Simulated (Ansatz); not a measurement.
Base system: MgO in the rock salt structure (space group Fm-3m, No. 225; a = 4.2044 Å).

Computed with r2SCAN (Ansatz, a first-principles code; PAW; 500 eV plane waves; no spin-orbit coupling).

For the base:

```
Property                         Result
-------------  ------------------------
Pressure                       0.00 GPa
Hole mass      0.42, 2.1, 2.1 mₑ (at Γ)
Electron mass            0.36 mₑ (at Γ)
Gap character               direct at Γ
```

Modification: every lattice vector is stretched by 2.50 %; the atoms relax in the strained cell.

What does the calculation give for the pressure, hole mass, electron mass and gap character after the change?

The pressure goes from zero to -10.62 GPa; the hole mass (degenerate bands, along [100]) goes from 0.42, 2.1, 2.1 mₑ (at Γ) to 0.40, 2.2, 2.2 mₑ (at Γ); the electron mass changes from 0.36 mₑ (at Γ) to 0.34 mₑ (at Γ); the gap character remains direct at Γ.

Effective masses come from finite differences of ±0.01 Å⁻¹. Stability against distortions was not tested.
